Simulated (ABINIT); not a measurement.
Input and output of a self-consistent single point for Ga3Tc (I4/mmm, 4 atoms in the cell) (ABINIT).

Method of the run: LDA (PW92), PAW (JTH v2.0 LDA PAW) (plane waves; ABINIT).

The change in words: lattice scaled by 0.98. Reference geometry:
```
Ga3Tc
1.0
   -1.89565     1.89565     4.04575
    1.89565    -1.89565     4.04575
    1.89565     1.89565    -4.04575
Ga Tc
3 1
Direct
  0.75000   0.25000   0.50000
  0.25000   0.75000   0.50000
  0.50000   0.50000   0.00000
  0.00000   0.00000   0.00000
```

Reference input (self-consistent single point, DFT, LDA (PW92), plane waves, PAW (JTH v2.0 LDA PAW)): pseudos = [Ga.LDA_PW-JTH.xml, Tc.LDA_PW-JTH.xml]; ecut = 40 Ry; pawecutdg = 80 Ry; pawxcdev = 0; occopt = 7; tsmear = 0.00367493 Ha; ngkpt = 9 9 9; nshiftk = 1; shiftk = 0 0 0; potentials = JTH v2.0 LDA PAW; nband = 35; kptopt = 1. This run's input differs from it in these lines:

```diff
@@ -5,5 +5,5 @@
 rprim
-        -1.8956450000    1.8956450000    4.0457500000
-         1.8956450000   -1.8956450000    4.0457500000
-         1.8956450000    1.8956450000   -4.0457500000
+        -1.8577320000    1.8577320000    3.9648350000
+         1.8577320000   -1.8577320000    3.9648350000
+         1.8577320000    1.8577320000   -3.9648350000
 natom 4
@@ -13,5 +13,5 @@
 xcart
-        -0.0000000000    3.5822498795    3.8226797344
-         3.5822498795   -0.0000000000    3.8226797344
-        -0.0000000000    0.0000000000    7.6453594687
+        -0.0000000000    3.5106046930    3.7462261397
+         3.5106046930   -0.0000000000    3.7462261397
+        -0.0000000000   -0.0000000000    7.4924522793
          0.0000000000    0.0000000000    0.0000000000
```

The program printed (abridged):

```
--- !BeginCycle
solver: {iscf: 17, nstep: 60, nline: 4, wfoptalg: 10, }
tolerances: {toldfe: 1.00E-09, }
...

     iter   Etot(hartree)      deltaE(h)  residm     nres2
 ETOT  1  -318.42842035912    -3.184E+02 2.503E+00 1.616E+01
 ETOT  2  -319.69189238994    -1.263E+00 4.418E-02 1.366E+01
 ETOT  3  -319.67194066616     1.995E-02 1.340E-02 1.519E+00
 ETOT  4  -319.67174422874     1.964E-04 5.650E-03 5.146E-01
 ETOT  5  -319.67134145255     4.028E-04 1.899E-03 1.334E-02
   [... 3 lines left out ...]
 ETOT  9  -319.67132741527    -3.396E-07 8.117E-05 1.329E-05
 ETOT 10  -319.67132741186     3.409E-09 6.244E-05 4.194E-07
 ETOT 11  -319.67132741258    -7.195E-10 4.915E-05 9.457E-08
 ETOT 12  -319.67132741243     1.494E-10 5.248E-05 1.234E-08
 At SCF step   12, etot is converged :
  for the second time, diff in etot=  1.494E-10 < toldfe=  1.000E-09

 Cartesian components of stress tensor (hartree/bohr^3)
  sigma(1 1)= -1.27850092E-04  sigma(3 2)=  0.00000000E+00
  sigma(2 2)= -1.27850092E-04  sigma(3 1)=  0.00000000E+00
  sigma(3 3)= -1.49932446E-04  sigma(2 1)=  0.00000000E+00

 ----iterations are completed or convergence reached----

 reduced coordinates (array xred) for    4 atoms
       0.750000000000      0.250000000000      0.500000000000
       0.250000000000      0.750000000000      0.500000000000
       0.500000000000      0.500000000000      0.000000000000
       0.000000000000      0.000000000000      0.000000000000
 cartesian forces (eV/Angstrom) at end:
    1      0.00000000000000     0.00000000000000     0.00000000000000
   [... lines left out ...]
 Fermi (or HOMO) energy (eV) =  11.63990   Average Vxc (eV)= -12.04459
   [... lines left out ...]
'-kT*entropy'       : -5.48511575798836E-04
total_energy        : -3.19671334854460E+02
total_energy_eV     : -8.69869940176330E+03
...

-Cartesian components of stress tensor (GPa)         [Pressure=  3.9780E+00 GPa]
- sigma(1 1)= -3.76147894E+00  sigma(3 2)=  0.00000000E+00
- sigma(2 2)= -3.76147894E+00  sigma(3 1)=  0.00000000E+00
- sigma(3 3)= -4.41116411E+00  sigma(2 1)=  0.00000000E+00

 Calculation completed.
```

The run converged in 12 iterations. Against the reference run the free energy drops by 5.9 meV/atom and the pressure goes from -5.65 to 3.98 GPa.

The starting cell comes from a database of computed structures (which also holds hypothetical and non-ambient phases and stackings), without a prior relaxation at this level. For this run, on top of that: lattice scaled by 0.98. Spin polarisation is off. With a pressure of about 4 GPa the cell is away from its equilibrium volume at this level.

Cost on one core of a shared machine: roughly 4 min.
